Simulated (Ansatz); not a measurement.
An Ansatz (a quantum-chemistry and plane-wave program) input (PBEsol (Ansatz, PAW, without spin-orbit coupling)):

Ansatz 0.2 input:
```yaml
crystal:
  lattice:
    - [0.0373296808, 3.2745333993, 3.2745333993]
    - [3.2745333993, 0.0373296808, 3.2745333993]
    - [3.3118630801, 3.3118630801, 0]
  atoms:
    - { symbol: K, position: [0, 0, 0] }
    - { symbol: Br, position: [0.5, 0.5, 0.5] }
basis: { ecutwfc: 420, ecutrho_ratio: 4, xc_grid: 2, fft_grid_basis: typed }
kpoints: { mp_grid: { grid: [9, 9, 9] } }
hamiltonian:
  xc: pbesol
  dispersion: none
  pseudopotentials: { kind: paw }
scf: { occupations: { method: fermi_dirac, width: 0.05 }, convergence: { dr2_threshold: 0.0000000002 } }
relax: { f_tol: 0.005, max_steps: 50 }
output: { forces: true, stress: true }
checkpoint: { write: state.ck, write_every: 1000 }
```

Q: Which symmetry and how many k-points will the program report, and about how many plane waves at Γ?

A: Space group Immm (ITA 71) with 8 operations, k-points 125 of 729, and 1387 plane waves at Γ.

The cells carry an imposed strain or load. Stability against distortions was not tested. The cell was made from KBr in the rock salt structure (space group Fm-3m, No. 225) by this change: tensor shear ε_xy = +1.14 %.
